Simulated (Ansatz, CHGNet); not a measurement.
# A15 Mo3Si: properties by level of theory

Reference values: lattice constant a 4.889 Å (measured, temperature not stated, copied from a table, unchecked, no zero-point or thermal correction; as tabulated in Dopovidi Akademii Nauk Ukrains'koi RSR, Seriya A: Fiziko-Tekhnichni ta Matematichni Nauki 1970, 553 (1970)); formation enthalpy -0.324 eV/atom (measured, 298 K, copied from a table, unchecked, not corrected to a static lattice; as tabulated in the CRC Handbook).

| level (code) | lattice parameter a (Å) | formation enthalpy (eV/atom) |
|---|---|---|
| CHGNet-r²SCAN | 4.887 | -0.354 |
| BLYP (Ansatz) | ? | -0.156 |
| PBE (Ansatz) | 4.906 | ? |
| revPBE (Ansatz) | ? | -0.311 |
| PBE-D4 (Ansatz) | 4.866 | -0.378 |

Complete the blanks.


- BLYP (Ansatz, a program for electronic structure), lattice parameter a (Å): 4.972
- PBE (Ansatz), formation enthalpy (eV/atom): -0.319
- revPBE (Ansatz), lattice parameter a (Å): 4.921

Differences from the reference values (errors of the level alone only where the reference is corrected to a static lattice):

```tsv
level	lattice constant a (%)	formation enthalpy (eV/atom)
CHGNet-r²SCAN	-0.04	-0.030
BLYP	+1.70	+0.168
PBE	+0.35	+0.005
revPBE	+0.65	+0.013
PBE-D4	-0.47	-0.054
```

Nearest: lattice constant a, not ranked (reference at room or unstated temperature); formation enthalpy, not ranked (one source).

Machine-learned potentials (CHGNet-r²SCAN) are trained on DFT data: a solid inside that data is no test of them.

Ansatz's density-functional and Hartree–Fock values are scalar-relativistic unless marked +SOC, with PAW data made under PBE.

Differences are worked out from the printed values.

The computed numbers hold no vibrational or temperature effects.
